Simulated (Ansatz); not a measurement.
Base system: Ge in the diamond structure (space group Fd-3m, No. 227).

```
CELL_PARAMETERS angstrom
      0.00000     2.88084     2.88084
      2.88084     0.00000     2.88084
      2.88084     2.88084     0.00000
ATOMIC_POSITIONS crystal
  Ge 0.00000 0.00000 0.00000
  Ge 0.25000 0.25000 0.25000
```

Calculations: Kohn–Sham DFT with the PBE functional, run in Ansatz (a program for electronic structure) with PAW and 420 eV plane waves, no spin-orbit coupling.

Before the change:

```
Quantity   Result
--------  -------
Pressure  0.0 GPa
Band gap     zero
```

The change: an isotropic linear strain of +2.00 %, atoms relaxed at fixed cell.

Problem. How does this affect the pressure, energy relative to the base and band gap?

Solution. The pressure goes from zero to -3.0 GPa; the energy grows by 15 meV/atom; the band gap remains zero.

Whether these cells are dynamically stable was not tested. A zero or small gap of Ge can be the functional's error rather than a property of the material.
